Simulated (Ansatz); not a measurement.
```yaml
crystal:
  lattice:
    - [0.00000, 2.76016, 2.76016]
    - [2.76016, 0.00000, 2.76016]
    - [2.76016, 2.76016, 0.00000]
  atoms:
    - { symbol: S, position: [0.75000, 0.75000, 0.75000] }
    - { symbol: Zn, position: [0.00000, 0.00000, 0.00000] }
```

No spin polarisation.

All numbers come from r2SCAN in Ansatz (plane waves to 500 eV, PAW, no SOC), earlier PAW set. Settings: 11×11×11 k-points, 0.05 eV Fermi–Dirac smearing.

### Question
Estimate the electron mass.

### Answer
0.18 mₑ (at Γ).

### Question
What is the computed width of the top valence band?

### Answer
2.51 eV.

### Question
What gap character does the calculation give?

### Answer
Direct at Γ.

The cells carry an imposed strain or load. Masses are band curvatures over ±0.01 Å⁻¹ around the edge. Stability against distortions was not tested. The cell was made from ZnS in the zinc blende structure (space group F-43m, No. 216) by this change: isotropic strain +2.41 %.

Ansatz is a first-principles code.
